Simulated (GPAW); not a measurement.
Band structure of ZrRh3 (Pm-3m, 4 atoms in the cell).

```yaml
crystal:
  lattice:
    - [3.93411, 0.00000, 0.00000]
    - [0.00000, 3.93411, 0.00000]
    - [0.00000, 0.00000, 3.93411]
  atoms:
    - { symbol: Zr, position: [0.00000, 0.00000, 0.00000] }
    - { symbol: Rh, position: [0.50000, 0.50000, 0.00000] }
    - { symbol: Rh, position: [0.00000, 0.50000, 0.50000] }
    - { symbol: Rh, position: [0.50000, 0.00000, 0.50000] }
```

Method: LDA (Perdew-Wang 92), GPAW PAW datasets LDA (gpaw-data 1.0.1) (plane waves; GPAW).

Settings: mode = pw; ecut = 600 eV; xc = LDA; kpts = 6 6 6; mesh shift (steps) = 0 0 0; occupations.name = fermi-dirac; occupations.width = 0.05 eV; nbands = -12; symmetry.symmorphic = false; symmetry.tolerance = 0.0005; maxiter = 150; bandpath_npoints = 40.

The starting cell comes from a database of computed structures (which also holds hypothetical and non-ambient phases and stackings), without a prior relaxation at this level. Spin polarisation is off.

Levels in eV from the Fermi level, bands 25 to 32:
```tsv
point	25	26	27	28	29	30	31	32
Γ	-0.28	0.57	1.04	1.04	1.04	3.72	3.72	3.74
X	-1.14	-1.11	-1.11	-1.05	-0.04	1.04	1.56	1.56
M	-1.62	-1.43	-1.43	-1.37	-0.93	-0.77	2.24	2.24
R	-1.68	0.64	0.64	0.64	0.83	1.67	1.67	1.67
```

Bands cross the Fermi level along this path, so the cell is metallic at this level.
